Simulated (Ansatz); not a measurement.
Hypothetical zinc blende LuN, element substitutions

The reference is LuN in the zinc blende structure (space group F-43m, No. 216; a = 5.072 Å; a hypothetical phase, not in the database extracts checked).

Each row replaces one element on all its sites; cell and atoms are relaxed.

Computed with plane-wave PAW DFT at the PBEsol level (Ansatz, a program for electronic structure, 420 eV), no SOC.

| change | band gap | volume per atom |
|---|---|---|
| base | 2.16 eV | 16.31 Å³ |
| Lu → Ta | zero | 13.09 Å³ |
| N → Sb | 1.45 eV | 38.33 Å³ |
| N → F | ? | ? |
| N → C | zero | 17.70 Å³ |

Complete the table.


- N → F, band gap: 0.30 eV
- N → F, volume per atom: 18.93 Å³

Spin-orbit coupling, missing from the scalar runs, can matter with Sb. Whether these cells are dynamically stable was not tested. As relaxed here, LuSb, LuF and LuC are hypothetical phases, not in the database extracts checked. For TaN in this form, whether it has been made was not checked. All final runs are without spin polarisation. An odd electron count without spin: LuC. This is not the structure that TaN has at room temperature and ambient pressure.
